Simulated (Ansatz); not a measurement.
Base system: Fe in the diamond structure (space group Fd-3m, No. 227; a = 4.807 Å; not spin-polarised; a hypothetical phase, not in the database extracts checked; relaxed with 0.1 eV smearing). Axes: x, y, z lie along the cube axes.

All numbers come from PBEsol (Ansatz, a quantum-chemistry and plane-wave program), without spin-orbit coupling.

One thing is altered: strain tensor (xx, yy, zz, yz, xz, xy) = (−0.13, −0.61, +0.80, −0.47, −1.73, −1.58) %; the atoms relax in the strained cell.

Problem. How does this affect the stress?

Solution. The stress (xx, yy, zz, yz, xz, xy; compression positive) amounts to (-0.4, -0.4, -0.3, -1.0, -1.8, -1.7) GPa.

Problem. Predict the new energy relative to the base.

Solution. The energy falls by 5.2 meV/atom.

No phonon test of stability was made. Starting moments died away, wholly or in part, for the base; another magnetic solution may exist. All final runs are without spin polarisation. Under strain tensor (xx, yy, zz, yz, xz, xy) = (−0.13, −0.61, +0.80, −0.47, −1.73, −1.58) % the cell ends below the base's energy or with stress of the wrong sign: the atoms slid into a distortion or the cell is elastically unstable, so the base is not a stable minimum at this level.
